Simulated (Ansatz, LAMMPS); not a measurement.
# Si well of 9 atomic layers along [001] in random Si0.7Ge0.3, Ge share that oscillates in the well

Cell 16.67 × 16.67 × 49.69 Å, Si499Ge149, 648 atoms. Prepared with Tersoff's 1989 multicomponent potential (SiCGe.tersoff) in LAMMPS: minimisation. 

That structure was relaxed on with PBE, support functions at accuracy medium on the grid of 370 eV (Ansatz, a first-principles code). Basis: localised support functions (accuracy medium) on a full density matrix. k-points: zone centre alone; occupations: Fermi-Dirac, 0.010 eV; spin polarisation not allowed. Spin-orbit coupling is left out.

Problem. What does DFT change in the classical structure?

Solution. The energy falls by 0.3 meV an atom over 3 steps; atoms move by 0.012 Å root mean square, 0.03 Å at most.
| quantity | classical minimum | after DFT steps |
|---|---|---|
| 4-fold atoms (%) | 100.0 | 100.0 |
| spread of bond angles (°) | 0.9 | 1.1 |
